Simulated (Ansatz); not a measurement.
The starting structures come from a database of crystals and need not be the phases stable at ambient conditions.

By PBEsol, the system below comes out a metal.

A figure of merit of an interconnect metal is its ballistic conductance per area.

Given:

```yaml
crystal:
  lattice:
    - [2.77947, 0.00000, 0.00000]
    - [0.00000, 2.77947, 0.00000]
    - [0.00000, 0.00000, 3.90432]
  atoms:
    - { symbol: Li, position: [0.50000, 0.50000, 0.50000] }
    - { symbol: H, position: [0.50000, 0.50000, 0.00000] }
    - { symbol: Pd, position: [0.00000, 0.00000, 0.00000] }
```

Space group of this cell: P4/mmm. The cell is taken as given; by PBEsol its mean pressure is -1.8 GPa.

The current flows along the normal of the first two printed cell vectors, the (001) plane of the conventional cell. No spin-orbit coupling; the value is a mean over 0.1 eV about the Fermi level.

Q: Give the ballistic conductance per area that Ansatz (a first-principles code) with PBEsol yields.

A: 0.47 × 10¹⁵ S/m² for both spins.
